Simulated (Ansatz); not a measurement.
## A computed series for CdS: thickness series

The reference is CdS in the zinc blende structure (space group F-43m, No. 216; a = 5.879 Å). Axes: x, y, z lie along the cube axes.

Free-standing slabs (2 atom(s) a layer) normal to [110] with 15 Å of vacuum; in-plane cell held at bulk.

Method: DFT with r2SCAN, PAW potentials and a 500 eV plane-wave cutoff in Ansatz (a program for electronic structure), spin-orbit coupling left out, earlier PAW set.

Candidates:
(a) 7 layers
(b) 6 layers
(c) 3 layers
(d) 1 layer
(e) 5 layers

Before the change:

The band gap is 1.54 eV.

**Question.** Order them by band gap, highest first.

**Answer.** (d) 1 layer (2.41 eV), (c) 3 layers (2.16 eV), (e) 5 layers (1.98 eV), (b) 6 layers (1.92 eV), (a) 7 layers (1.86 eV)

Stability against distortions was not tested.
